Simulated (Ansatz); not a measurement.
**A self-consistent single point of LaPb3 (P4mm, 4 atoms in the cell) with Ansatz (a quantum-chemistry and plane-wave program)**

Method: LDA (PW92), default PAW files made with PBE (plane waves; Ansatz).

Input:

Ansatz 0.2 input:
```yaml
crystal:
  lattice:
    - [4.933475, 0.000000, 0.000000]
    - [0.000000, 4.933475, 0.000000]
    - [0.000000, 0.000000, 4.933475]
  atoms:
    - { symbol: La, position_ang: [0.000000, 0.000000, 0.050001] }
    - { symbol: Pb, position_ang: [0.000000, 2.466737, 2.466737] }
    - { symbol: Pb, position_ang: [2.466737, 0.000000, 2.466737] }
    - { symbol: Pb, position_ang: [2.466737, 2.466737, 0.000000] }
basis:
  ecutwfc: 30.9 Ry
kpoints:
  mp_grid: { grid: [5, 5, 5] }
hamiltonian:
  xc: lda
  pseudopotentials: { kind: paw }
scf:
  occupations: { method: gaussian, width: 0.0073 Ry }
output:
  forces: true
  eigenvalues: true
  stress: true
```

Log, with long lists cut:

```
WARN ansatz: RAYON_NUM_THREADS=1 ignored (pool sized by the plan → 1); use --threads N
Pseudopotentials: kind: paw
Pseudopotential: La, paw, valence charge 11
Pseudopotential: Pb, paw, valence charge 14
Crystal: 4 atoms, lattice volume = 120.077 Å³
Basis set: ecut = 420.4159175005146 eV, 2373 PW (Γ)
Bands: 32, of which v1, the nominal top of the filled ones, is band 27 counted from 1 (26 counted from 0)
Symmetry: 8 space group operations
Space group: P4mm (ITA 99), of the structure as read, at distance tolerance 4.9e-5 Å
k-points: 18 of 125 (time reversal used)
PAW frozen core: La, regenerated for the run's functional, and the local potential with it
PAW frozen core: Pb, regenerated for the run's functional, and the local potential with it
Initial density: superposition of atomic densities (neutral atoms: chi_scale 0, normalization atom), corrected by the library's trained network
Initial wavefunctions: pseudopotential atomic-orbital guess
Eigensolver: davidson
Functional: x = slater, c = lda
SCF iter   1: F=—  HF=-40885.209730 eV  |F-HF|=—  |Δ(HF+E_count)|=         —  Δρ=6.08e-3  dr2=7.57e-2  ethr=1.77e-3  ⟨swp⟩=5.8  Hψ=2286  notcnv=0
all-band conjugate gradients solve this SCF's bands
preconditioner: auto → Resta (q_TF=auto, 2.381 Å⁻¹)
SCF iter   2: F=—  HF=-40885.195363 eV  |F-HF|=—  |Δ(HF+E_count)|=   1.44e-2  Δρ=2.87e-3  dr2=9.96e-3  ethr=1.43e-4  ⟨swp⟩=2.3  Hψ=927  notcnv=0  defer=11
SCF iter   3: F=—  HF=-40885.192487 eV  |F-HF|=—  |Δ(HF+E_count)|=   2.88e-3  Δρ=5.18e-4  dr2=6.29e-4  ethr=1.88e-5  ⟨swp⟩=2.7  Hψ=1139  notcnv=0  defer=11
SCF iter   4: F=—  HF=-40885.192344 eV  |F-HF|=—  |Δ(HF+E_count)|=   1.42e-4  Δρ=1.65e-4  dr2=4.65e-5  ethr=1.19e-6  ⟨swp⟩=2.0  Hψ=698  notcnv=0  defer=11
SCF iter   5: F=—  HF=-40885.192348 eV  |F-HF|=—  |Δ(HF+E_count)|=   3.76e-6  Δρ=3.20e-5  dr2=1.50e-6  ethr=8.78e-8  ⟨swp⟩=2.0  Hψ=819  notcnv=0  defer=2
SCF iter   6: F=—  HF=-40885.192348 eV  |F-HF|=—  |Δ(HF+E_count)|=   1.53e-7  Δρ=7.81e-6  dr2=1.10e-7  ethr=1.89e-10  ⟨swp⟩=10.7  Hψ=3443  notcnv=0
SCF iter   7: F=-40885.192348 eV  HF=-40885.192348 eV  |F-HF|=1.87e-9  |Δ(HF+E_count)|=   1.66e-8  Δρ=1.32e-6  dr2=2.48e-9  ethr=1.89e-10  ⟨swp⟩=6.1  Hψ=2469  notcnv=0
SCF 1 converged in 7 iterations: F = -40885.192348 eV  dr2 = 2.48e-9
SCF converged after 7 iterations
Free energy (F): -40885.192348 eV
Harris-Foulkes:  -40885.192348 eV  (|F-HF|=1.87e-9)
Internal energy: -40885.186125 eV  (E = F + TS)
E sigma→0 (E₀):  -40885.189236 eV
Entropy (-TS):   -0.006223 eV (-1.556 meV/atom)
Fermi energy:    11.334765 eV
--- Per-component energies (eV) ---
  E_band       = -122.924284
  E_kinetic    = 1064.637812
  E_local      = -3360.494574  (includes V_loc(G=0)·N_el)
  E_nonlocal   = 1160.787968
  E_hartree    = 1322.939690
  E_xc         = -795.894242
  E_vxc        = -548.480746  (∫ρ·V_xc dr)
  E_paw        = -35556.531841  (= ΣΔE_a)
  E_vpaw       = -1085.256642  (= ΣTr[D̂ρ^β])
  E_aug_tail   = 0.000136  (compensation charges beyond the density's cutoff)
  E_ewald      = -4720.720648
  E_core_change = 0.089576  (= ΣΔE_core)
  E_smearing   = -0.006223  (= −TS)
  E_closure    = 0.000000  (closes the sum)
  Σ components = -40885.192348   (vs F -40885.192348, Δ=0.00e0)
--- Forces (eV/Å), atoms counted from 1 ---
  atom   1  La     0.00000000     0.00000000    -0.21482180
  atom   2  Pb     0.00000000     0.00000000     0.11248208
  atom   3  Pb     0.00000000     0.00000000     0.11248208
  atom   4  Pb    -0.00000000     0.00000000    -0.01013893
  max |Σ_I F_I| component: 3.42e-6 eV/Å
--- Stress (GPa, compression-positive) ---
       -3.226710       0.000000       0.000000
        0.000000      -3.226710       0.000000
        0.000000       0.000000      -3.220332
  P = ⅓ Tr σ = -3.2246 GPa (-32.246 kbar)
  The stress holds the Pulay correction. Without it, at fixed plane waves, as pw.x and ABINIT print it: P = -3.2396 GPa
--- Band table (eV; the first three rows and the last of 18) ---
  k-point 0: bands = ["-21.5289", "-5.3776", "-5.3776", "-5.3755", "-5.3573", "-5.2454", "-5.2246", "-5.2179", "-5.2179", "-5.1895", "-5.1436", "-5.1329", "-5.1329", "-5.0810", "-5.0786", "-4.9588", "-4.9400", "-4.9394", "-4.9394", "0.4926", [...]
  k-point 1: bands = ["-21.5279", "-5.4526", "-5.4342", "-5.4342", "-5.3688", "-5.2790", "-5.2790", "-5.2638", "-5.2006", "-5.1504", "-5.1477", "-5.0805", "-5.0394", "-4.9987", "-4.9987", "-4.9786", "-4.9487", "-4.9487", "-4.9400", "0.7780", [...]
  k-point 2: bands = ["-21.5263", "-5.5806", "-5.5343", "-5.5343", "-5.3569", "-5.2216", "-5.2029", "-5.2029", "-5.1623", "-5.1563", "-5.1462", "-5.0848", "-5.0848", "-5.0814", "-5.0247", "-4.9960", "-4.9400", "-4.8268", "-4.8268", "1.5279", [...]
  k-point 17: bands = ["-21.5227", "-5.4904", "-5.3457", "-5.3445", "-5.2887", "-5.2640", "-5.2634", "-5.2361", "-5.2361", "-5.2148", "-5.1734", "-5.1137", "-5.1130", "-5.0518", "-5.0515", "-4.9920", "-4.9684", "-4.9683", "-4.9616", "2.8017", [...]
```

The run converged in 7 iterations.

The starting cell comes from a database of computed structures (which also holds hypothetical and non-ambient phases and stackings), without a prior relaxation at this level. Its lattice was rescaled by up to half a per cent. One atom was moved a little off its site on purpose. Spin-orbit coupling is off. With a pressure of about -3 GPa the cell is away from its equilibrium volume at this level. Ansatz's pressure includes its estimate of the finite-basis (Pulay) stress.
